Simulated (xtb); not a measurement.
xtb 6.7.1, GFN2-xTB: Au(OMe)(OH2) (C[O][Au]<-[OH2]), 9 atoms. The geometry is a generated start, not checked to be a minimum at this level.

- method: GFN2-xTB
- --acc: 1 (default)
- --etemp (K): 300 (default)
- detailed input (--input): none: ANC optimiser, Lindh (1995) Hessian, microcycle=20, maxdispl=1.0, hlow=0.01 (default)
- basis functions: 27
- valence electrons: 32

```xyz
9

Au    -0.2954     0.5827     0.5926
O      1.3446     0.0114    -0.3664
C      1.2643    -0.9021    -1.4053
H      0.6344    -0.5522    -2.2371
H      2.2804    -1.0541    -1.7903
H      0.8739    -1.8804    -1.0827
O     -2.0215     1.2755     1.7217
H     -1.7336     1.9786     2.3144
H     -2.3470     0.5405     2.2532
```

Charge 0 and multiplicity 1 are set for this test and not shown to be the ground state.

The structure is relaxed from this start with --opt LEVEL for the levels crude, sloppy, loose, lax, normal, tight, vtight, extreme, once each. Up to the end of the extreme run atoms move by at most 0.80 Å along an axis.

Q: Which level is enough to come within 1 meV of the tightest end point?

A: vtight: 87 cycles against 93, ending 0.010 meV above.

```tsv
level	cycles	energy above the extreme run (meV)	gradient norm (eV/Å)
crude	1	3.7	0.061
sloppy	1	3.7	0.061
loose	1	3.7	0.061
lax	1	3.7	0.061
normal	3	3.4	0.024
tight	5	3.3	0.0099
vtight	87	0.010	0.0053
extreme	93	—	0.00096
```
